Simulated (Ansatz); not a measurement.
SnS$_{2}$ under load (space group P-3m1): band-edge transport data

Data:

```
SnS2
1.0
    3.65037     0.00000     0.00000
   -1.82519     3.16132     0.00000
    0.00000     0.00000     5.53438
Sn S
1 2
Cartesian
  0.00000   0.00000   0.00000
  0.00000   2.10754   1.46486
  1.82519   1.05377   4.06952
```

These are PBEsol+D3BJ with spin-orbit coupling, rigid bands (plane waves, PAW; Ansatz, a first-principles code) values and carry that method's errors. Condition of this run: biaxial stress xx = yy = -1 GPa (compression positive) (the target of the relaxation). Cell: cell and atoms relaxed with PBEsol+d3bj, then loaded as said.

* **band gap**: 0.88 eV
* **electron conductivity mass (300 K, dilute)**: 0.35 (x), 0.35 (y), 0.32 (z) mₑ
* **hole conductivity mass (300 K, dilute)**: 2.6 (x), 2.6 (y), 0.24 (z) mₑ
* **effective density of states N_c (300 K)**: 3.6e19 cm⁻³
* **effective density of states N_v (300 K)**: 1.0e20 cm⁻³
* **density-of-states mass, electrons**: 1.27 mₑ
* **density-of-states mass, holes**: 2.6 mₑ
* **Seebeck coefficient, n-type 1e19 cm⁻³, 300 K**: -323 μV/K
* **best n-type power factor at 300 K for τ = 10 fs (best axis; densities from 1e16 to 1e21 cm⁻³ tried, whether or not they can be reached)**: 16.8 μW/(cm·K²) at 1e20 cm⁻³
* **Seebeck coefficient, p-type 1e19 cm⁻³, 300 K**: 390 μV/K
* **best p-type power factor at 300 K for τ = 10 fs (best axis; densities from 1e16 to 1e21 cm⁻³ tried, whether or not they can be reached)**: 31 μW/(cm·K²) at 1e20 cm⁻³

Rigid bands; masses and Seebeck coefficients take one relaxation time τ for all states and one kind of carrier; polarons and phonon drag are left out. Geometry: cell and atoms relaxed with PBEsol+D3(BJ).

PBEsol with a dispersion correction tends to overbind, so the cell can be several per cent short, in bad cases over ten, which usually narrows a gap: SnS2 under load (space group P-3m1).
